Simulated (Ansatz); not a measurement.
Take InSb in the zinc blende structure (space group F-43m, No. 216) as the base.

```
InSb
1.0
    0.00000     3.25944     3.25944
    3.25944     0.00000     3.25944
    3.25944     3.25944     0.00000
In Sb
1 1
Direct
  0.00000   0.00000   0.00000
  0.25000   0.25000   0.25000
```

Cartesian axes are those of the cell as printed.

Level of theory: PBEsol (Ansatz, an electronic-structure program; PAW; 420 eV plane waves; spin-orbit coupling left out).

Base values:

| Item | Value |
|---|---|
| Band gap | zero |
| Shortest interatomic distance | 5.334 bohr |
| Pressure | 0.0 GPa |

Modification: uniaxial strain ε_zz = +1.00 %, all other strain components held at zero; the atoms relax in the strained cell.

Question: How does this affect the energy relative to the base, band gap, shortest interatomic distance and pressure?

Answer: The energy increases by 0.7 meV/atom; the band gap is still zero; the shortest interatomic distance increases by 0.018 bohr to 5.352 bohr; the pressure (mean of the normal stresses, compression positive) goes from zero to -0.4 GPa.

Spin-orbit coupling, missing from the scalar runs, can matter with Sb. Whether these cells are dynamically stable was not tested. All final runs are without spin polarisation. The zero or small gap of InSb can change with the level of theory.
